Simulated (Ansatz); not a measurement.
**Pressure series in hypothetical rock salt ZrSi**

The reference is ZrSi in the rock salt structure (space group Fm-3m, No. 225; a = 5.3412 Å; a hypothetical phase, not in the database extracts checked).

Cell and atoms are relaxed at each pressure.

The values are results of Ansatz (a first-principles code), PBEsol, PAW, cutoff 420 eV, without spin-orbit coupling, not measurements.

| P (GPa) | V (Å³/atom) |
|---|---|
| -2.01 | 19.375 |
| -1.01 | 19.208 |
| 2.99 | 18.600 |
| 6.99 | 18.075 |
| 14.98 | 17.199 |
| 29.99 | 15.950 |
| 49.99 | 14.746 |
| 74.99 | 13.651 |
| 99.98 | 12.821 |

Task: Fit a third-order Birch–Murnaghan equation of state.

Result: Least squares on P(V) = (3B₀/2)[(V₀/V)^(7/3) − (V₀/V)^(5/3)]·[1 + (3/4)(B₀′ − 4)((V₀/V)^(2/3) − 1)] gives V₀ = 19.05 Å³/atom, B₀ = 122 GPa and B₀′ = 3.7.

Load acts through the strain it causes; cell and atoms are relaxed under it. Stability against distortions was not tested. No other phases were tried under pressure. All final runs are without spin polarisation.
